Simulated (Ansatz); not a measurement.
What Sn → C does to Sn4Pd

The parent structure is Sn4Pd (space group Ccce, No. 68; a = 6.443 Å, b = 11.422 Å, c = 6.398 Å).

One thing is altered: C takes the place of Sn on all its sites; the structure is relaxed again.

All numbers come from Ansatz (a first-principles code), PBEsol, PAW, cutoff 420 eV, scalar-relativistic without spin-orbit coupling. Γ-centred 15×15×15 mesh, Fermi–Dirac width 0.05 eV, for the changed cell.

```
quantity                                base        changed        shift
-----------------------------  -------------  -------------  -----------
volume per atom                     23.54 Å³       10.23 Å³    -13.31 Å³
density                           8.20 g/cm³     5.01 g/cm³  -3.19 g/cm³
space group                    Ccce (No. 68)  Fmmm (No. 69)            –
shortest interatomic distance        2.779 Å        1.390 Å     -1.389 Å
band gap                                zero           zero            –
```

Final structure:

```yaml
crystal:
  lattice:
    - [0.00000, 2.84693, 4.41102]
    - [2.03679, 0.00000, 4.41102]
    - [2.03679, 2.84693, 0.00000]
  atoms:
    - { symbol: C, position: [0.65011, 0.99127, 0.34989] }
    - { symbol: C, position: [0.34989, 0.00873, 0.65011] }
    - { symbol: C, position: [0.00873, 0.34989, 0.99127] }
    - { symbol: C, position: [0.99127, 0.65011, 0.00873] }
    - { symbol: Pd, position: [0.50000, 0.50000, 0.50000] }
```

No phonon test of stability was made. As relaxed here, PdC4 is a hypothetical phase, not in the database extracts checked. All final runs are without spin polarisation. PdC4 has a high density of states at the Fermi level and may be magnetic at this level.
